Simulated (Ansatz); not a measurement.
Consider InP in the CsCl type structure (space group Pm-3m, No. 221; a hypothetical phase, not in the database extracts checked).

```xyz
2
Lattice="3.3884 0.0000 0.0000 0.0000 3.3884 0.0000 0.0000 0.0000 3.3884" Properties=species:S:1:pos:R:3 pbc="T T T"
In     0.0000     0.0000     0.0000
P      1.6942     1.6942     1.6942
```

Levels (all Ansatz, a program for electronic structure, PAW): PBEsol (420 eV, spin-orbit coupling left out); r2SCAN (500 eV, spin-orbit coupling left out).

The geometry is relaxed with PBEsol.

```
Item               Value
---------------  -------
PBEsol pressure  0.0 GPa
```

With r2SCAN at the same geometry, the pressure goes from zero to 2.5 GPa.

Single points use the geometry relaxed with PBEsol. Their cutoffs differ, which shifts pressures a little. No phonon test of stability was made. All final runs are without spin polarisation.
